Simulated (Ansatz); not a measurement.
**WGe (model structure, started from the rocksalt type, Fm-3m, No. 225, 2 atoms in the cell): properties by level of theory**

```csv
level (code),lattice parameter a (Å),formation enthalpy (eV/atom)
PBEsol (Ansatz),5.097,0.830
PBE-D3(BJ) (Ansatz),5.108,0.847
r²SCAN (Ansatz),5.121,0.936
```

Ansatz's density-functional and Hartree–Fock values are scalar-relativistic unless marked +SOC, with PAW data made under PBE.

Computed values are for the static lattice.

A model structure was made by putting elements into a prototype or built by hand; it is no filed structure, need not be a known phase, and can be a saddle point held by its symmetry.

Ansatz is an electronic-structure program.
